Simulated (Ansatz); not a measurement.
The reference is Ni2Si (space group Pnma, No. 62; a = 5.021 Å, b = 3.731 Å, c = 7.076 Å; non-magnetic). Axes: x, y, z lie along a, b, c of the conventional cell.

Method: Ansatz (a first-principles code) PBE, scalar-relativistic without spin-orbit coupling, earlier PAW set.

For the base:

The pressure comes out as 0.0 GPa, the shortest interatomic distance is 231.1 pm and the band gap comes out as zero.

Now apply this change: uniaxial strain ε_xx = +1.06 %, all other strain components held at zero; the atoms relax in the strained cell.

Task: Predict the new energy relative to the base.

Result: The energy goes up by 0.8 meV/atom.

Task: Predict the new pressure.

Result: The pressure (mean of the normal stresses, compression positive) goes from zero to -1.7 GPa.

Task: What happens to the largest internal atomic displacement?

Result: The largest internal atomic displacement comes out as 0.015 Å.

Task: What does the calculation give for the shortest interatomic distance after the change?

Result: The shortest interatomic distance hardly moves (231.1 pm against 230.9 pm).

Task: Predict the new band gap.

Result: The band gap remains zero.

Without a gap, meshes like the base's 8×10×6 leave anisotropic stresses uncertain by several tenths of a GPa, and small strain energies with them. Stability against distortions was not tested. Starting moments died away, wholly or in part, for the base; another magnetic solution may exist. All final runs are without spin polarisation.
